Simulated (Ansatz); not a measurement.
A computed series for SnSe2: pressure series

Consider SnSe2 in the CdI2 type structure (space group P-3m1, No. 164; a = 3.840 Å, c = 6.007 Å; layered, stacked along the Cartesian z axis).

Cell and atoms are relaxed at each pressure.

The values are results of Kohn–Sham DFT with the PBE-D3(BJ) functional, run in Ansatz (a program for electronic structure) with PAW and 420 eV plane waves, scalar-relativistic without spin-orbit coupling, not measurements.

```
pressure (GPa)  volume per atom (Å³/atom)
--------------  -------------------------
-1                                 26.777
0                                  25.570
0.3                                25.315
0.7                                25.009
1.5                                     ?
3                                  23.719
5                                  22.871
7.5                                22.106
10                                 21.504
```

Question: Fit the third-order Birch–Murnaghan form P(V) = (3B₀/2)[(V₀/V)^(7/3) − (V₀/V)^(5/3)]·[1 + (3/4)(B₀′ − 4)((V₀/V)^(2/3) − 1)] (squares taken in P) to the rows shown and predict the withheld row.

Answer: Least squares on the printed values gives V₀ = 25.592 Å³/atom, B₀ = 27.7 GPa, B₀′ = 9.0; this predicts 24.477 Å³/atom, and the run gives 24.490 Å³/atom, 0.013 higher.

The mesh was chosen for an insulator and is coarse for the gapless case. Load acts through the strain it causes; cell and atoms are relaxed under it. No phonon test of stability was made. Competing high-pressure phases were not computed. All final runs are without spin polarisation.
